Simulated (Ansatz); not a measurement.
## OsSi, carrier doping

The parent structure is OsSi (space group P2_13, No. 198; a = 4.7428 Å).

Carriers are added at fixed cell with a uniform background; the Fermi–Dirac width is that of 300 K.

All numbers come from Ansatz (a program for electronic structure), PBEsol, PAW, cutoff 420 eV, no spin-orbit coupling.

Notes on the quantities. Fermi level from band edge: Fermi level relative to the doped band's edge (positive inside the band; to 0.05 eV).

| hole density (10^21 cm⁻³) | Fermi level from band edge (eV) |
|---|---|
| 2 | 0.10 |
| 3 | 0.15 |
| 7 | ? |
| 20 | 0.60 |

Q: Fit E_F = C n^s, fitted as a line in log–log form (a parabolic band gives s = 2/3) to the rows shown and predict the withheld row.

A: Least squares on the printed values gives C = 0.06 eV, s = 0.76 (largest residual 0.01 eV); this predicts 0.27 eV, and the run gives 0.25 eV, in agreement.

Carriers are added with a uniform compensating background; total energy and stress of such cells depend on the potential's zero and are not compared; many-body gap narrowing is missing at this level. Whether these cells are dynamically stable was not tested.
